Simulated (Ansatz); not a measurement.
# Elastic constant C11 of hexagonal WC at several levels of theory

No measured value is used here.

```
level (code)         value (GPa)  cell (Å³/atom)
-------------------  -----------  --------------
PBE (Ansatz)                 702           10.52
PBE-D3(BJ) (Ansatz)          732           10.33
r²SCAN (Ansatz)              739           10.42
HSE06 (Ansatz)                 ?           10.28
```

### Question
Some entries are withheld; supply them.

### Answer

- HSE06 (Ansatz, a program for electronic structure), value (GPa): 794

Density-functional levels without +SOC have no spin–orbit coupling. PBE-D3(BJ): the dispersion coefficients are held fixed in the derivatives. HSE06: hybrids on metals are sensitive to the k mesh. HSE06: the run warned that the count of filled bands differs between k points. Each level is taken at its own relaxed cell. Cutoffs and k meshes differ between the levels. Ansatz's density-functional and Hartree–Fock values are scalar-relativistic unless marked +SOC, with PAW data made under PBE.
